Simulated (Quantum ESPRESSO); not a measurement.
Troubleshooting Quantum ESPRESSO: a failed run on Mg6CdCo (Amm2, 8 atoms in the cell). The aim is a self-consistent single point with DFT, LDA (PZ), plane waves, GBRV 1.5 ultrasoft (LDA) pseudopotentials.

Input as run:

```fortran
&CONTROL
   calculation = 'scf',
   prefix = 'Mg6CdCo',
   outdir = './tmp/',
   pseudo_dir = './',
   tprnfor = .true.,
   tstress = .true.,
/
&SYSTEM
   ibrav = 0,
   nat = 8,
   ntyp = 4,
   ecutwfc = 50,
   ecutrho = 400,
   occupations = 'smearing',
   smearing = 'cold',
   degauss = 0.0073499,
   nspin = 2,
   starting_magnetization(3) = 0.176,
/
&ELECTRONS
   conv_thr = 1.0d-10,
   mixing_beta = 0.3,
/
ATOMIC_SPECIES
Mg    24.3050  mg_lda_v1.4.uspp.F.UPF
Cd   112.4140  cd_lda_v1.uspp.F.UPF
Co    58.9332  co_lda_v1.2.uspp.F.UPF
CELL_PARAMETERS {angstrom}
   4.85342000     0.00000000     0.00000000
   0.00000000     3.09028000     5.29862500
   0.00000000    -3.09028000     5.29862500
ATOMIC_POSITIONS {angstrom}
Mg    2.42671000   -1.53679624    6.18508496
Mg    2.42671000    1.53679624    6.18508496
Mg    0.00000000   -1.63488173    4.36299380
Mg    0.00000000    1.63488173    4.36299380
Mg    0.00000000    0.00000000    7.16554253
Mg    0.00000000    0.00000000    1.76645560
Cd    2.42671000    0.00000000    3.53322912
Co    2.42671000    0.00000000    8.82740328
K_POINTS {automatic}
4 4 4  1 1 1
```

Output, abridged:

```
     This program is part of the open-source Quantum ESPRESSO suite
     for quantum simulation of materials; please cite

 %%%%%%%%%%%%%%%%%%%%%%%%%%%%%%%%%%%%%%%%%%%%%%%%%%%%%%%%%%%%%%%%%%%%%%%%%%%%%%
     Error in routine  card_atomic_species (5010):
     cannot read atomic specie from: CELL_PARAMETERS {angstrom}
 %%%%%%%%%%%%%%%%%%%%%%%%%%%%%%%%%%%%%%%%%%%%%%%%%%%%%%%%%%%%%%%%%%%%%%%%%%%%%%

     stopping ...
```

Q: Read the log: what does the program object to, and what is the fix?

A: The fault is a species count that does not match the list of species. The number of species decides how many lines of the species card are read. To fix it, make the count match the list. The program stopped before any SCF iteration.

The sound input it was made from differs as follows (other fixes are possible):
```diff
-   ntyp = 4,
+   ntyp = 3,
```

With that input, the run converged in 24 iterations: free energy E − TS -15825.7735 eV; Fermi level (on the code's own zero) 7.28 eV; pressure -4.15 GPa; largest force (vector length) 0.081 eV/Å; size of the cell's spin moment 1.10 μB (DFT, LDA (PZ), plane waves, GBRV 1.5 ultrasoft (LDA) pseudopotentials).

On the sound input: the starting cell comes from a database of computed structures (which also holds hypothetical and non-ambient phases and stackings), without a prior relaxation at this level. With one magnetic atom in the cell only a parallel order is possible. With a pressure of about -4 GPa the cell is away from its equilibrium volume at this level.
